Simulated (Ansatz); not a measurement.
## Gaps of 5 crystals under biaxial stress in the basal plane

Cells relaxed with PBEsol to the stress (compression positive), bands by PBE with spin-orbit coupling, rigid bands (plane waves, PAW; Ansatz, a quantum-chemistry and plane-wave program). The strain is in the plane.

```
Crystal                 gap unloaded (eV)  tension (GPa)  strain (%)  gap (eV)  compression (GPa)  strain (%)  gap (eV)
----------------------  -----------------  -------------  ----------  --------  -----------------  ----------  --------
wurtzite CdSe (P6_3mc)              0.548          -1.40        1.75     0.505               2.10       -2.44     0.484
wurtzite CdS (P6_3mc)               1.222          -2.40        2.65     1.147               2.40       -2.44     1.158
wurtzite GaN (P6_3mc)               1.930          -4.00        0.97     1.839               8.00       -1.76     1.988
wurtzite SiC (P6_3mc)               2.275          -5.00        0.86     2.380               5.00       -0.80     2.169
wurtzite AlN (P6_3mc)               4.175          -4.50        1.04     3.962               4.50       -0.96     4.372
```

Task: Work out the change of the gap per unit strain on each side. Which crystal answers most strongly to tension, and does the size follow the gap?

Result: 
| Crystal | tension (eV) | compression (eV) |
|---|---|---|
| CdSe (P6_3mc) | -2.5 | 2.6 |
| CdS (P6_3mc) | -2.8 | 2.6 |
| GaN (P6_3mc) | -9.4 | -3.3 |
| SiC (P6_3mc) | 12 | 13 |
| AlN (P6_3mc) | -20 | -21 |

Strongest under tension, with those that 0.01 eV in the gaps can't tell from it: AlN (P6_3mc). The rank correlation of the size under tension with the unloaded gap is 1.00. In 2 of 5 crystals the two values differ in sign, which marks a turning point of the gap near zero load.

Gaps are resolved to about 0.01 eV, and the values are means up to the load shown; the lowest valley can differ between crystals and loads. Every relaxation keeps its starting phase, so transitions and fracture can't show.
